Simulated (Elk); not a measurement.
Elk run on Zr3Sn (Pm-3n, 8 atoms in the cell): self-consistent single point.

Method: PBEsol, all-electron FP-LAPW, Elk's shipped species files, APW+lo basis with extra local orbitals (Elk).

```xyz
8
Lattice="5.5767 0.0000 0.0000 0.0000 5.5767 0.0000 0.0000 0.0000 5.5767" Properties=species:S:1:pos:R:3 pbc="T T T"
Zr     2.7884     1.3942     0.0000
Zr     2.7884     4.1825     0.0000
Zr     1.3942     0.0000     2.7884
Zr     4.1825     0.0000     2.7884
Zr     0.0000     2.7884     1.3942
Zr     0.0000     2.7884     4.1825
Sn     2.7884     2.7884     2.7884
Sn     0.0000     0.0000     0.0000
```

Reference input (self-consistent single point, DFT, LDA (PW92), all-electron FP-LAPW, Elk's shipped species files, APW+lo basis with extra local orbitals): rgkmax = 8; swidth = 0.00367493 Ha; ngridk = 5 5 5; gmaxvr = 14 1/bohr; nxlo = 2; lorbcnd = true; rmtscf = 0.95; lmaxi = 3; maxscl = 100. This run's input differs from it in these lines:

```diff
@@ -2,2 +2,5 @@
   0
+
+xctype
+  22
```

Output, abridged:

```
│ Self-consistent loop started │
│ Loop number : 1 │
 total energy                :     -33950.7411887
│ Loop number : 2 │
 total energy                :     -33950.8865278
RMS change in Kohn-Sham potential (target) :   0.9608800237E-01 (  0.1000000000E-05)
Absolute change in total energy (target)   :   0.1453391155     (  0.1000000000E-03)
│ Loop number : 3 │
 total energy                :     -33950.7853374
RMS change in Kohn-Sham potential (target) :   0.9395229279E-01 (  0.1000000000E-05)
Absolute change in total energy (target)   :   0.6485564460E-01 (  0.1000000000E-03)
│ Loop number : 4 │
   [... lines left out ...]
Absolute change in total energy (target)   :   0.8401191590E-03 (  0.1000000000E-03)
│ Loop number : 14 │
 total energy                :     -33936.2720309
RMS change in Kohn-Sham potential (target) :   0.4766828640E-07 (  0.1000000000E-05)
Absolute change in total energy (target)   :   0.1634636938E-03 (  0.1000000000E-03)
│ Loop number : 15 │
 total energy                :     -33936.2720325
RMS change in Kohn-Sham potential (target) :   0.3073578879E-07 (  0.1000000000E-05)
Absolute change in total energy (target)   :   0.3925987403E-04 (  0.1000000000E-03)
Convergence targets achieved

│ Loop number : 16 │

Energies :
 Fermi                       :     0.370286550293
 total energy                :     -33936.2720397

Density of states at Fermi energy :    275.6726805
 (states/Hartree/unit cell)

Estimated indirect band gap :   0.3676274883E-03
 from k-point      4 to k-point      4
Estimated direct band gap   :   0.3676274883E-03
 at k-point      4

Charges :
 core                        :    228.0000000
 valence                     :    112.0000000
 interstitial                :    17.67240363
 muffin-tins (core leakage)
  species :    1 (Zr)
   atom    1                 :    37.72609208     (  0.7285668460E-05)
   atom    2                 :    37.72609208     (  0.7285668460E-05)
   atom    3                 :    37.72609208     (  0.7285668460E-05)
   [... lines left out ...]
  species :    2 (Sn)
   atom    1                 :    47.98552194     (  0.1477219231E-03)
   atom    2                 :    47.98552194     (  0.1477219231E-03)
 total in muffin-tins        :    322.3275964
 total calculated charge     :    340.0213138
 total charge                :    340.0000000
 error                       :   0.2131383143E-01

│ Self-consistent loop stopped │
```

The run converged in 16 iterations. The count includes the last loop, which Elk runs after its targets are met. 

The starting cell comes from a database of computed structures (which also holds hypothetical and non-ambient phases and stackings), without a prior relaxation at this level. Its lattice was rescaled by a random factor within 2.5 % of one. Values depend on the basis (sphere radii, cutoffs, local orbitals), which need not be converged. The log's line on a gap gives a spacing of levels on this mesh, which the program prints for metals too.

Cost on one core of a shared machine: roughly 3 min.
